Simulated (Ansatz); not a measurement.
# MnCl₂ (R-3m, No. 166)

These are HSE06 (PAW; Ansatz, a program for electronic structure) values and carry that method's errors.

Run with plane-wave cutoff 460 eV, 8×8×8 k mesh, Fermi–Dirac smearing 0.01 eV, spin-polarised start, scalar-relativistic PAW data made under PBE.

Cell (relaxed with PBEsol):

```
CELL_PARAMETERS angstrom
      1.81776     1.04948     6.25854
     -1.81776     1.04948     6.25854
      0.00000    -2.09897     6.25854
ATOMIC_POSITIONS crystal
  Mn 0.00000 0.00000 0.00000
  Cl 0.73998 0.73998 0.73998
  Cl 0.26002 0.26002 0.26002
```

For MnCl₂ (R-3m, No. 166), the band gap comes out as 4.40 eV (on the SCF k mesh) (indirect) and the smallest direct gap on the k points sampled is 4.51 eV. The Γ–Γ gap is 5.16 eV.

Note: the magnetic order was assumed, not searched for or taken from measurement; the cell comes from a level without a dispersion term, which matters for the spacing of layers, chains or molecules; cell and atoms aren't relaxed at this level (largest force component 0.27 eV/Å, pressure 2.7 GPa); the cell has widely spaced layers and the level no dispersion term, so their spacing and the moduli can rest on weak binding.

The computed numbers hold no vibrational or temperature effects.

It cost around 19 core-minutes (rough) of CPU time.
